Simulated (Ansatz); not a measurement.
# Effect of Ti vacancy, symmetric start on TiO2

Consider a 12-atom supercell of TiO$_{2}$ in the anatase structure (space group I4_1/amd, No. 141; a = 3.7988 Å, c = 9.7008 Å) at its relaxed geometry.

It is then changed as follows: one Ti atom is removed, atoms relaxed at fixed cell.

Calculations: DFT with PBE, PAW potentials and a 420 eV plane-wave cutoff in Ansatz (a program for electronic structure), scalar-relativistic without spin-orbit coupling. k-mesh 5×5×5 (Γ-centred); smearing 0.01 eV (Fermi–Dirac).

| quantity | base | changed | shift |
|---|---|---|---|
| pressure | 0.0 GPa | 2.7 GPa | +2.7 GPa |
| energy gained by relaxation | – | 0.63 eV | – |

The magnetic state is the one reached from the starting moments; the real material's order can differ, and small cells can't hold many antiferromagnetic ones. The cell is small, so the values are those of an ordered compound at a high defect concentration; dilute-limit values will differ. A case with no gap was solved on a k-mesh chosen for an insulator, which is coarse for it. The defect started on the symmetric site and kept its symmetry, so it may sit on a saddle. No Hubbard U is applied, and correlation can decide whether such a compound is a metal. Spin-polarised in the final run: Ti vacancy; the other runs are not. The defect cell is spin-polarised and ends with 4.0 μB.
